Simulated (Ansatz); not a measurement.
## Computed paths: Pt vacancy in fcc Pt, neutral cell

Defect migration in fcc Pt: Pt vacancy, neutral cell. These are PBE, PAW (plane waves to 420 eV; Ansatz, a program for electronic structure) values and carry that method's errors.

Settings: 32 host sites, the relaxed PBE lattice, a 2×2×2 k-point mesh shifted by half a step, smearing 0.10 eV, spin-restricted, no image-charge correction. Energies are static. Spin-orbit coupling is left out. Forms of the defect that were not tried may lie lower.

Barriers: single points on a 4×4×4 k-point mesh shifted by half a step at the bands' geometries.

```json
[
 {"Route": "one Pt atom jumps into the vacancy from a nearby Pt site", "Start site over the lowest site run (eV)": "0.00", "Hop (Å)": "2.67", "Forward barrier (eV)": "1.25", "Backward barrier (eV)": "1.25", "Neighbours at the start": "4 Pt at 2.75, 2 Pt at 2.81, 4 Pt at 2.83, Pt at 2.87 Å", "Neighbours at the saddle": "4 Pt at 2.57, 2 Pt at 3.04, 2 Pt at 3.05 Å", "Saddle order": "not checked, on a symmetry element", "Forward, on the band's own sampling (eV)": "1.22"}
]
```

Paths come from nudged elastic bands with a climbing image.  A band can be held on a symmetry element, so unchecked saddle points there may be too high.

The whole set of runs took around 1.0 core-hours (rough).
